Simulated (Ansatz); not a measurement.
Seebeck coefficient (μV/K, mean over directions) of p-type CdSe (F-43m) against carrier density, Ansatz (an electronic-structure program) with r2SCAN with spin-orbit coupling, rigid bands. Computed gap 0.93 eV; densities at which minority carriers matter at this gap, or further valleys turn the trend, are left out. Conductivity mass 0.79 mₑ (harmonic mean over directions), N_v = 3.1e19 cm⁻³ at 300 K.

```json
[
 {"hole density": "1e16 cm⁻³", "300 K": "907", "500 K": "982"},
 {"hole density": "1e17 cm⁻³", "300 K": "709", "500 K": "784"},
 {"hole density": "1e18 cm⁻³", "300 K": "511", "500 K": "585"},
 {"hole density": "3e18 cm⁻³", "300 K": "___", "500 K": "491"},
 {"hole density": "1e19 cm⁻³", "300 K": "315", "500 K": "388"},
 {"hole density": "3e19 cm⁻³", "300 K": "___", "500 K": "297"},
 {"hole density": "1e20 cm⁻³", "300 K": "140", "500 K": "203"},
 {"hole density": "3e20 cm⁻³", "300 K": "82", "500 K": "132"},
 {"hole density": "1e21 cm⁻³", "300 K": "___", "500 K": "82"}
]
```

Question: Fill in the missing entries.

Answer: 
- 3e18 cm⁻³, 300 K: 417
- 3e19 cm⁻³, 300 K: 226
- 1e21 cm⁻³, 300 K: 49

Rigid bands with a gap fixed in temperature, one relaxation time for all states, no polarons or phonon drag, and whether or not such doping can be reached.
